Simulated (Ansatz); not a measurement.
# Carrier properties of Ba$_{2}$ZnN$_{2}$ (I4/mmm)

```xyz
5
Lattice="-2.0623 2.0623 6.3951 2.0623 -2.0623 6.3951 2.0623 2.0623 -6.3951" Properties=species:S:1:pos:R:3 pbc="T T T"
Ba     0.0000     0.0000     8.3833
Ba     0.0000     0.0000     4.4069
Zn     0.0000     0.0000     0.0000
N      0.0000     0.0000    10.9754
N      0.0000     0.0000     1.8149
```

Level of theory: PBEsol, rigid bands (plane waves, PAW, scalar-relativistic; Ansatz, a program for electronic structure). Geometry: cell and atoms relaxed with PBEsol.

- band gap = 0.42 eV
- electron conductivity mass (300 K, dilute) = 1.51 (x), 1.51 (y), 0.41 (z) mₑ
- hole conductivity mass (300 K, dilute) = 0.69 (x), 0.69 (y), 2.7 (z) mₑ
- effective density of states N_c (300 K) = 5.9e19 cm⁻³
- effective density of states N_v (300 K) = 1.4e20 cm⁻³
- density-of-states mass, electrons = 1.78 mₑ
- density-of-states mass, holes = 3.1 mₑ
- Seebeck coefficient, n-type 1e19 cm⁻³, 300 K = -369 μV/K
- best n-type power factor at 300 K for τ = 10 fs (best axis; densities from 1e16 to 1e21 cm⁻³ tried, whether or not they can be reached) = 20 μW/(cm·K²) at 1e20 cm⁻³
- Seebeck coefficient, p-type 1e19 cm⁻³, 300 K = 451 μV/K

Rigid bands; masses and Seebeck coefficients take one relaxation time τ for all states and one kind of carrier; polarons and phonon drag are left out. Spin-orbit coupling is left out; where it splits the top of the valence band, N_v and the p-type Seebeck coefficient come out somewhat high without it.

Formula and space group known from diffraction (Crystallography Open Database), not checked to be the room-temperature form: Ba2ZnN2 (I4/mmm).
